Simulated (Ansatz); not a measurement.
Consider PtSe₂ in the CdI2 type structure (space group P-3m1, No. 164; a = 3.735 Å, c = 5.207 Å; layered, stacked along the Cartesian z axis; relaxed with 0.1 eV smearing). Axes: x lies along a and z along c of the hexagonal cell.

Calculations: Ansatz (a quantum-chemistry and plane-wave program) r2SCAN+rVV10, no SOC.

Strains are applied to the cell and any free atomic positions relax; under biaxial strain the out-of-plane vector relaxes too.

One change was made to it. Results:

```csv
quantity,base,after
"pressure (mean of the normal stresses, compression positive)",0.0 GPa,0.8 GPa
shortest interatomic distance,2.516 Å,2.510 Å
```

Q: What was done to the base?
(A) biaxial strain +2.21 %, plane normal [001], relaxed out of plane
(B) biaxial strain −0.74 %, plane normal [001], relaxed out of plane
(C) biaxial strain −3.33 %, plane normal [001], relaxed out of plane
(D) biaxial strain +2.29 %, plane normal [001], relaxed out of plane

A: B, biaxial strain −0.74 %, plane normal [001], relaxed out of plane. For comparison, the pressure in the other runs: biaxial strain −3.33 %, plane normal [001], relaxed out of plane gives 3.5 GPa; biaxial strain +2.21 %, plane normal [001], relaxed out of plane gives -2.5 GPa; biaxial strain +2.29 %, plane normal [001], relaxed out of plane gives -2.6 GPa.

Whether these cells are dynamically stable was not tested. All final runs are without spin polarisation.
